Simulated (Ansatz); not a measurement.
The parent structure is GaSb in the zinc blende structure (space group F-43m, No. 216; a = 6.213 Å).

The values are results of PBE in Ansatz (plane waves to 420 eV, PAW, no spin-orbit coupling), not measurements.

Strains are applied to the cell and any free atomic positions relax.

One change was made to it. Results:

The energy goes up by 0.9 meV/atom; the pressure goes from zero to -0.6 GPa.

### Question
Name the change that was made.
A) isotropic strain −2.00 %
B) isotropic strain −1.50 %
C) isotropic strain +3.00 %
D) isotropic strain +1.50 %
E) isotropic strain +0.50 %

### Answer
E, isotropic strain +0.50 %. For comparison, the energy relative to the base in the other runs: isotropic strain −1.50 % gives +9.1 meV/atom; isotropic strain −2.00 % gives +16 meV/atom; isotropic strain +1.50 % gives +8.0 meV/atom; isotropic strain +3.00 % gives +30 meV/atom.

No phonon test of stability was made. The final runs are not spin-polarised. Gaps under 0.05 eV, about the width of the smearing, are given as zero.

Ansatz is an electronic-structure program.
